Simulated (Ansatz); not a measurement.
TiH₂ (space group I4/mmm, No. 139)

```xyz
3
Lattice="-1.5869 1.5869 2.0734 1.5869 -1.5869 2.0734 1.5869 1.5869 -2.0734" Properties=species:S:1:pos:R:3 pbc="T T T"
Ti     0.0000     0.0000     0.0000
H      1.5869     0.0000     1.0367
H      0.0000     1.5869     1.0367
```

All numbers come from PBEsol (Ansatz, a first-principles code; PAW; 420 eV plane waves; spin-orbit coupling left out). Settings: 20×20×20 k-points, 0.05 eV Fermi–Dirac smearing.

| Item | Result |
|---|---|
| Volume per atom | 6.96 Å³ |
| Density | 3.97 g/cm³ |
| Band gap | zero |
| Total energy | -835.638 eV/atom (σ→0; compares only within this code and set-up) |

Whether these cells are dynamically stable was not tested. The final runs are not spin-polarised.
